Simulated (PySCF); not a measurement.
PySCF 2.14.0, HF/def2-svp, df: V(NH)(OH)2(OiPr) (CC(C)[O][V](=[NH])([OH])[OH]), 18 atoms. The geometry is a generated start, not checked to be a minimum at this level.

```
Quantity                      Result
-------------------  ---------------
task                          energy
method                            hf
basis                       def2-svp
two-electron scheme  density fitting
mol.max_memory               3000 MB
mf.max_cycle                     100
mf.init_guess        minao (default)
mf.DIIS              CDIIS (default)
mf.conv_tol          1e-09 (default)
basis functions                  179
```

```xyz
18

V     -1.5010     0.9050     0.3347
N     -2.4343    -0.1911    -0.3575
H     -3.0140    -0.8999    -0.7983
O     -2.1658     1.2358     1.8305
H     -2.9353     1.1234     2.3909
O     -1.4790     2.2316    -0.6745
H     -1.8184     2.6853    -1.4464
O     -0.0104     0.2675     0.5305
C      0.9508    -0.6913     0.2992
C      2.3469    -0.1206     0.5849
C      0.8404    -1.1853    -1.1504
H      0.7597    -1.5416     0.9839
H      2.5339     0.7271    -0.0728
H      3.1077    -0.8783     0.4175
H      2.4034     0.2176     1.6167
H     -0.1768    -1.5364    -1.3253
H      1.0463    -0.3575    -1.8291
H      1.5459    -1.9914    -1.3345
```

Charge 0 and multiplicity 1 are set for this test and not shown to be the ground state.

One run each on 2 threads, 1 BLAS thread. Values of diis_space tried: 3, 5, 8 (default), 12, 20.

Problem. Predict the course of the Fock builds along this series.

Solution. Fewest Fock builds, within one of each other: 8 (default) with 18, 12 with 17, 20 with 17. The count rises to 33 at 3. All converge to one solution.

```csv
diis_space,Fock builds,end
3,33,same solution
5,20,same solution
8 (default),18,same solution
12,17,same solution
20,17,same solution
```
